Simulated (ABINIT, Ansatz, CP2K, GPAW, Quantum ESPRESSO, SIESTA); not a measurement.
# Sn (I4_1/amd, 2 atoms in the cell) computed with different codes at matched settings

Self-consistent single point.

```xyz
2
Lattice="-2.9951 2.9951 1.6292 2.9951 -2.9951 1.6292 2.9951 2.9951 -1.6292" Properties=species:S:1:pos:R:3 pbc="T T T"
Sn     0.0000     2.9951     0.8146
Sn     0.0000     0.0000     0.0000
```

All programs got the same cell, k-point mesh and kind of occupations (in Ansatz's words: kpoints.mp_grid.grid = 8 8 8; scf.occupations.method = gaussian; scf.occupations.width = 0.05 eV); potentials, basis and cutoffs are each program's usual ones.

| code | model | pressure (GPa) | k-points | cutoff |
|---|---|---|---|---|
| ABINIT | PBE, norm-conserving pseudopotentials (PseudoDojo nc-sr-05 PBE standard) | -1.22 | 59 | 36 Ha |
| CP2K | PBE, GPW, DZVP-MOLOPT-SR-GTH basis, GTH-PBE potentials (GTH_POTENTIALS) | -0.15 | 260 | grid 400 Ry |
| Quantum ESPRESSO | PBE, GBRV 1.5 ultrasoft (PBE) pseudopotentials | -1.26 | 59 | 40 Ry |
| Ansatz | PBE, default PAW files | -1.18 | 59 | 420 eV |
| GPAW | PBE, GPAW PAW datasets PBE (gpaw-data 1.0.1) | -1.39 | 59 | 600 eV |
| SIESTA | GGA PBE, numerical atomic orbitals DZP, PseudoDojo PBE standard norm-conserving potentials (rewritten from UPF to PSML) | -0.61 | 296 | grid 300 Ry |

The spread over the programs that give each value: pressure within 1.24 GPa.

The starting cell comes from a database of computed structures (which also holds hypothetical and non-ambient phases and stackings), without a prior relaxation at this level. Its lattice was rescaled by a random factor within 2.5 % of one.

Why do the programs differ, and what cannot be compared?

Differences of this kind can come from the potentials, where these differ, and from what each basis and cutoff leave unconverged. The valence holds different numbers of electrons (ABINIT 28, CP2K 8, Quantum ESPRESSO 28, Ansatz (an electronic-structure program) 28, GPAW 28, SIESTA 28). The zero of total energies and Fermi levels follows the potentials and each program's conventions, so they are not compared here. CP2K and SIESTA use small atom-centred bases, whose incompleteness enters pressures, forces and empty levels differently from a plane-wave cutoff. Ansatz's pressure is given at a fixed set of plane waves, as the other plane-wave codes print theirs. The programs reduce the same mesh by symmetry to different extents, which changes the work and not the result. In the pressure, CP2K (by 1.09) lies more than 1 GPa from the median of the plane-wave programs.

Left out of this page: Elk and FLEUR (not drawn, or without a comparable value).

Keys are those of Ansatz 0.2.
